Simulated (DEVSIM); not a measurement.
Device: abrupt InP p-n junction, at 300 K.

Layer 1 from the left is InP, thickness (μm) 0.280, Na (cm⁻³) 1.2e17, τn (s) 1.8e-8, τp (s) 1.8e-8. Layer 2 from the left is InP, thickness (μm) 5.80, Nd (cm⁻³) 5.5e16, τn (s) 1.8e-8, τp (s) 1.8e-8.

Left contact: ohmic. Right contact: ohmic. Voltage is applied to the left contact. Recombination: SRH at mid-gap, radiative. Mobility is μmin + (μ − μmin)/(1 + (N/Nref)^α).

The device is made up for the run: typed textbook-type constants, with dimensions and the other settings drawn at random. Values at 300 K.

InP: gap (eV) 1.344, affinity (eV) 4.38, permittivity 12.5, Nc (cm⁻³) 5.7e17, Nv (cm⁻³) 1.1e19, μn (cm²/Vs) 5200, μp (cm²/Vs) 170, μn,min 400, μp,min 10, Nref,n 3e17, Nref,p 4.9e17, αn 0.47, αp 0.62, B (cm³/s) 1.2e-10.

Model (solved in DEVSIM): 1D drift-diffusion, Boltzmann statistics, complete ionisation; no tunnelling, impact ionisation, image-force lowering or self-heating.

Dark forward current:

```tsv
|V| (V)	|J| (A/cm²)
0.05	9.352e-11
0.10	3.257e-10
0.15	9.433e-10
0.20	2.612e-9
0.25	7.142e-9
0.30	1.949e-8
0.35	5.345e-8
0.40	1.484e-7
0.45	4.236e-7
0.50	1.285e-6
0.55	4.385e-6
0.60	1.791e-5
0.65	8.932e-5
0.70	0.0005194
0.75	0.003300
0.80	0.02187
0.85	0.1475
0.90	1.002
0.95	6.792
1.00	45.01
1.05	263.3
1.10	1055
1.15	2657
```

Work out the local ideality factor n = ΔV / (kT/q · ln(J2/J1)) between the rows 0.15 and 0.20 V, 0.85 and 0.90 V, 1.10 and 1.15 V.

kT/q = 25.85 mV. From 0.15 to 0.20 V: ln(2.612e-9/9.433e-10) = 1.018, n = 1.90, near the 2 of recombination in the depletion region. From 0.85 to 0.90 V: ln(1.002/0.1475) = 1.916, n = 1.01, near the 1 of diffusion or emission over a barrier. From 1.10 to 1.15 V: ln(2657/1055) = 0.924, n = 2.09; the layers' resistance at their doping, Σ W/(qμN) = 3.0e-5 Ω cm², would take 47 mV of this step of 50 mV.

Estimate the current at 0.85 V from the Shockley equation with J0 = Σ q ni² D/(N L) coth(W/L), τ joining the SRH, radiative and Auger lifetimes that are on, and W taken as the whole layer.

ni² = 1.65e14 cm⁻⁶; electrons in the p layer: μ = 3310 cm²/Vs, D = 85.5 cm²/s, τ = 1.43e-8 s, L = 11.1 μm, W/L = 0.025, term 6.73e-16 A/cm²; holes in the n layer: μ = 137 cm²/Vs, D = 3.55 cm²/s, τ = 1.61e-8 s, L = 2.39 μm, W/L = 2.4, term 7.25e-18 A/cm². J0 = 6.80e-16 A/cm², and J = J0 exp(qV/kT) = 0.130 A/cm². The simulation gives 0.147 A/cm²; the estimate lies 12 % below. The estimate leaves out recombination in the depletion region and that region's share of W.
